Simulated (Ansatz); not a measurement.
Structures of equal composition on the (111) surface of fcc Al: a layer of V in place of the second plane; a layer of V in place of the third plane. The slabs share one bottom face, and each structure is named by its start. These are constructed structures in small cells; real faces may alloy, dewet or reconstruct in larger ones, and not all known structures of the face are among them. Slabs of about 12 Å, Fermi-Dirac smearing of 0.1 eV. Bottom of the slabs: a bare face, its two planes held. Relaxed from the named starts with such symmetry as they have, on meshes of like density; energies extrapolated to zero smearing; spin only where a row says so; no spin-orbit coupling, no U. Brackets mark spin-polarised runs, whose order is one that fits the cell.

All values below come from PBE (plane waves to 420 eV, PAW; Ansatz, an electronic-structure program).

Put the candidates in order of energy per 1x1 cell, lowest first, for PBE.

a layer of V in place of the third plane (0.000 eV [spin start, no net moment]), a layer of V in place of the second plane (0.150 eV [spin start, no net moment])
